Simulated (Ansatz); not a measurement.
The reference is GaP in the zinc blende structure (space group F-43m, No. 216; a = 5.451 Å). Axes: x, y, z lie along the cube axes.

Method: r2SCAN, PAW, 500 eV (Ansatz, an electronic-structure program; no SOC).

Now apply this change: biaxial strain +2.00 %, plane normal [001], relaxed out of plane (Cartesian); in-plane vectors clamped, the third vector and the atoms free.

Task: Predict the new out-of-plane strain and hole mass.

Result: The out-of-plane strain comes out as -1.72 %; the hole mass is 0.12 mₑ out of plane, 0.36 mₑ in plane (at Γ).

Masses are band curvatures over ±0.01 Å⁻¹ around the edge. Whether these cells are dynamically stable was not tested.
